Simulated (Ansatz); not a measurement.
AlN (Cmc2_1), r2SCAN with spin-orbit coupling, rigid bands run with Ansatz (a program for electronic structure): Condition of this run: uniaxial stress along a of 9 GPa (compression positive) (the target of the relaxation). band gap 4.98 eV, N_c = 4.48e18 cm⁻³ and N_v = 1.45e20 cm⁻³ at 300 K, conductivity masses along z (a = (3.03, 0.00, 0.00) Å; b = (-1.52, 2.72, 0.00) Å; c = (0.00, 0.00, 5.01) Å) of 0.302 mₑ (electrons) and 2.13 mₑ (holes). Take k_BT = 0.02585 eV.

Task: Find the intrinsic carrier density and the intrinsic Fermi level.

Result: n_i = √(N_c N_v) exp(−E_g/2k_BT) = 2.55e19 × exp(−96.32) = 3.8e-23 cm⁻³. The level lies (k_BT/2) ln(N_v/N_c) = 45 meV from mid-gap (positive towards the conduction band). Each 0.1 eV added to the gap lowers n_i by a factor of 6.9.

Task: What thermal injection velocity √(2k_BT/πm) limits a ballistic channel along the direction named?

Result: 9.79e6 cm/s for electrons and 3.69e6 cm/s for holes, a ratio of √(m_h/m_e) = 2.66, for dilute carriers.

Task: A film of it is 5 nm thick, with its normal along the direction named. Estimate the confinement energies in an infinite well.

Result: ħ²π²/(2m t²) = 0.376 eV·nm²/(m/mₑ × t²) gives 49.8 meV for electrons and 7.06 meV for holes, so the gap would widen to about 5.04 eV. Finite barriers and nonparabolic bands lower this, and with several valleys or bands the heaviest mass along the normal sets the lowest level, not this average.

Rigid, parabolic bands with the computed gap; masses take one relaxation time for all states. Geometry: cell and atoms relaxed with PBEsol.
